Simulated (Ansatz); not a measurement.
**ZnS: element substitutions**

Consider ZnS in the zinc blende structure (space group F-43m, No. 216; a = 5.357 Å).

Each row replaces one element on all its sites; cell and atoms are relaxed.

All numbers come from plane-wave PAW DFT at the PBEsol level (Ansatz, a program for electronic structure, 420 eV), without spin-orbit coupling.

| change | band gap | lattice parameter a |
|---|---|---|
| base | 2.09 eV | 5.357 Å |
| Zn → Hg | zero | 5.876 Å |
| S → Se | 1.24 eV | 5.634 Å |
| Zn → Cd | 1.01 eV | 5.824 Å |
| S → Pt | zero | 5.563 Å |

Spin-orbit coupling, missing from the scalar runs, can matter with Hg and Pt. Stability against distortions was not tested. As relaxed here, ZnPt is a hypothetical phase, not in the database extracts checked. All final runs are without spin polarisation. A zero or small gap of HgS can be the functional's error rather than a property of the material.
